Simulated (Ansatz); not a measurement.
YN: response to strain

The reference is YN in the rock salt structure (space group Fm-3m, No. 225; a = 4.906 Å).

Strains are applied to the cell and any free atomic positions relax.

Calculations: PBE in Ansatz (plane waves to 420 eV, PAW, without spin-orbit coupling).

Notes on the quantities. energy relative to the base: free energy F.

```tsv
change	energy relative to the base	band gap	shortest interatomic distance	pressure
base	0 meV/atom	0.21 eV	2.453 Å	0.0 GPa
isotropic strain −3.72 %	+103 meV/atom	zero	2.362 Å	23.0 GPa
isotropic strain +0.55 %	+2.0 meV/atom	0.24 eV	2.466 Å	-2.53 GPa
isotropic strain +0.86 %	[?]	[?]	2.474 Å	[?]
```

Question: Complete the table.

Answer: 
- isotropic strain +0.86 %, energy relative to the base: +4.8 meV/atom
- isotropic strain +0.86 %, band gap: 0.25 eV
- isotropic strain +0.86 %, pressure: -3.88 GPa

A case with no gap was solved on a k-mesh chosen for an insulator, which is coarse for it. Whether these cells are dynamically stable was not tested. The final runs are not spin-polarised. A zero or small gap of YN can be the functional's error rather than a property of the material.

Ansatz is a first-principles code.
